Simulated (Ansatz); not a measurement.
Functionals compared on a constructed model of the (0001) surface of hcp Hf, a pseudomorphic layer of Pt in the host's stacking (bottom of the slab: a bare face, its two planes held), in Ansatz (plane waves, PAW). The structure was relaxed with PBE; the other rows are single points on it. Cutoff 420 eV (500 eV for r2SCAN).

Set-up: 7 atoms, 15.3 Å thick at the start; mesh 13x13x1; 0.1 eV smearing; dipole correction on; 2 atoms held, the rest relaxed; start symmetry kept, larger cells not searched; no spin, no spin-orbit, no U. It is one candidate, not shown to be the stable structure of the face. These notes are the PBE run's.

| functional | work function of the top face (eV) | rough cost of the single point |
|---|---|---|
| PBE | 4.50 | – |
| RPBE | 4.32 | about 40 core-seconds (a rough figure) |
| r2SCAN | [?] | very roughly 90 core-seconds |

Problem. Complete the blanks.

Solution. 
- r2SCAN, work function of the top face (eV): 4.44

Ansatz is an electronic-structure program.
